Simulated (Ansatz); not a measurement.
The starting structures come from a database of crystals and need not be the phases stable at ambient conditions.

Crystal: B₆P (R-3m, not sure to be the ambient phase, 14 atoms a cell, 8.7 Å³ an atom); planes in its conventional cell.

All values below come from r2SCAN (plane waves, PAW; Ansatz, a program for electronic structure).

The gap is the functional's own, uncorrected, and κ follows it; spin-orbit coupling is left out. Mid-gap values are interpolated between the computed energies.

```json
[
 {"plane": "(001)", "area of the cell (Å²)": "31.0", "mid-gap κ (1/Å)": "0.26", "largest κ in the gap (1/Å)": "0.27"},
 {"plane": "(110)", "area of the cell (Å²)": "40.8", "mid-gap κ (1/Å)": "?", "largest κ in the gap (1/Å)": "?"},
 {"plane": "(100)", "area of the cell (Å²)": "70.7", "mid-gap κ (1/Å)": "?", "largest κ in the gap (1/Å)": "?"}
]
```

Q: The slowest decay depends on the direction. Supply the withheld values.

A: 
- (110), mid-gap κ (1/Å): 0.29
- (110), largest κ in the gap (1/Å): 0.29
- (100), mid-gap κ (1/Å): 0.29
- (100), largest κ in the gap (1/Å): 0.29
